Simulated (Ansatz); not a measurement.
Here is the system:

```xyz
6
Lattice="4.1549 0.0000 0.0000 0.0000 4.1549 0.0000 0.0000 0.0000 2.6135" Properties=species:S:1:pos:R:3 pbc="T T T"
Si     0.0000     0.0000     0.0000
Si     2.0774     2.0774     1.3068
O      1.2690     1.2690     0.0000
O      3.3464     0.8085     1.3068
O      0.8085     3.3464     1.3068
O      2.8859     2.8859     0.0000
```

No spin polarisation.

The values are results of Ansatz (a first-principles code), LDA, PAW, cutoff 420 eV, no spin-orbit coupling, not measurements. Γ-centred 8×8×12 mesh, Fermi–Dirac width 0.05 eV.

Task: Predict the width of the top valence band, band gap and valence-band top at Γ.

Result: 
- Width of the top valence band = 2.83 eV
- Band gap = 6.20 eV
- Valence-band top at Γ (three highest levels, from the VBM) = 0.00, -0.94, -0.94 eV

The cells carry an imposed strain or load. No phonon test of stability was made. The cell was made from SiO2 in the rutile structure (space group P4_2/mnm, No. 136) by this change: uniaxial strain ε_zz = −1.80 %.
